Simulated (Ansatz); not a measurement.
An Ansatz (a program for electronic structure) input for NiTe2 alone, frozen as in the stack (NiTe2 octahedral (1T)):

Ansatz 0.2 input:
```yaml
crystal:
  lattice:
    - [3.691032133, 0.0, 0.0]
    - [-1.845516066, 3.196527593, 0.0]
    - [0.0, 0.0, 27.307]
  atoms:
    - { symbol: Te, position: [0.666666667, 0.333333333, 0.547926034] }
    - { symbol: Ni, position: [0.0, 0.0, 0.598117391] }
    - { symbol: Te, position: [0.333333333, 0.666666667, 0.650674138] }
  symmetry: { detect: true }
basis:
  ecutwfc: 500
  ecutrho_ratio: 4
  xc_grid: 4
kpoints:
  mp_grid: { grid: [15, 15, 1] }
hamiltonian:
  xc: r2scan
  dispersion: none
  pseudopotentials: { kind: paw }
scf:
  n_extra_bands: 15
  occupations: { method: fermi_dirac, width: 0.05 }
  convergence: { dr2_threshold: 0.000000001 }
output:
  eigenvalues: true
efield:
  axis: 3
  dipole_correction: true
```

All values below come from r2SCAN (plane waves to 500 eV, PAW; Ansatz). Scalar-relativistic, without spin–orbit coupling; the runs are not spin-polarised. Its k-point mesh 15×15×1, Fermi–Dirac width 0.05 eV. A dipole correction is on.

Problem. Write the closing report of this run, without the band table and long remarks, to eight decimals at most.

Solution. 
```
SCF converged after 12 iterations
an eigenvalue changed by more than its tolerance at an iteration that met the thresholds in force, so the SCF went on 2 times, its first undamped step at …
Free energy (F): -19835.391440 eV
Harris-Foulkes:  -19835.391440 eV  (|F-HF|=8.44e-10)
Internal energy: -19835.376724 eV  (E = F + TS)
E sigma→0 (E₀):  -19835.384082 eV
Entropy (-TS):   -0.014715 eV (-4.905 meV/atom)
Fermi energy:    -1.014185 eV
Dipole field:    D = 0.001219 V/Å  (p = 0.002171 e·Å, saw-weighted, corrected)
Work function:   Φ+ = 4.5685 eV   Φ− = 4.6018 eV
Levels:          The Fermi level and band energies are counted from a zero that moves with the ramp; work functions are not
--- Per-component energies (eV) ---
  E_band       = -1532.329705
  E_kinetic    = 644.735151
  E_local      = -68900.750721  (includes V_loc(G=0)·N_el)
  E_nonlocal   = 20.644374
  E_hartree    = 34183.728141
  E_xc         = -309.062608
  E_vxc        = -340.533799  (∫ρ·V_xc dr)
  E_paw        = -11018.873040  (= ΣΔE_a)
  E_vpaw       = -1346.464485  (= ΣTr[D̂ρ^β])
  E_aug_tail   = 0.000163  (compensation charges beyond the density's cutoff)
  E_vtau       = 22.579408  (kinetic-family band-sum trace: ∫τ·v_τ [+ j·A + Jᵃ·Aᵃ] dr)
  E_efield     = 0.000001  (sawtooth field / dipole correction)
  E_vefield    = 0.000711  (∫n·V_field dr)
  E_ewald      = 25543.932171
  E_core_change = 0.269642  (= ΣΔE_core)
  E_smearing   = -0.014715  (= −TS)
  E_closure    = 0.000000  (closes the sum)
  Σ components = -19835.391440   (vs F -19835.391440, Δ=0.00e0)
```

Cost: around 80 core-seconds (rough).
